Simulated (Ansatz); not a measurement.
Start from AlFe in the CsCl type structure (space group Pm-3m, No. 221; a = 2.8760 Å; ferromagnetic; relaxed with 0.1 eV smearing).

Level of theory: PBE (Ansatz, an electronic-structure program, PAW, without spin-orbit coupling).

Before the change:

| Item | Result |
|---|---|
| Pressure | 0.0 GPa |

Modification: every lattice vector is shortened by 0.42 %; the atoms relax in the strained cell.

What does the calculation give for the energy relative to the base and pressure after the change?

The energy grows by 1.0 meV/atom; the pressure goes from zero to 2.3 GPa.

Other magnetic orders, which the real material may have, were not ruled out. No phonon test of stability was made.
